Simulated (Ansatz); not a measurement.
# A computed series for CdS: element substitutions

Consider CdS in the zinc blende structure (space group F-43m, No. 216; a = 5.927 Å).

Each row replaces one element on all its sites; cell and atoms are relaxed.

All numbers come from Ansatz (an electronic-structure program) PBE, no SOC.

```json
[
 {"case": "base", "band gap": "1.04 eV", "density": "4.61 g/cm³", "shortest interatomic distance": "2.566 Å"},
 {"case": "Cd → Zn", "band gap": "2.01 eV", "density": "4.01 g/cm³", "shortest interatomic distance": "2.357 Å"},
 {"case": "S → Si", "band gap": "zero", "density": "4.28 g/cm³", "shortest interatomic distance": "2.607 Å"},
 {"case": "S → Se", "band gap": "(withheld)", "density": "(withheld)", "shortest interatomic distance": "(withheld)"}
]
```

### Question
Complete the table.

### Answer

- S → Se, band gap: 0.50 eV
- S → Se, density: 5.34 g/cm³
- S → Se, shortest interatomic distance: 2.683 Å

No phonon test of stability was made. As relaxed here, CdSi is a hypothetical phase, not in the database extracts checked. The final runs are not spin-polarised.
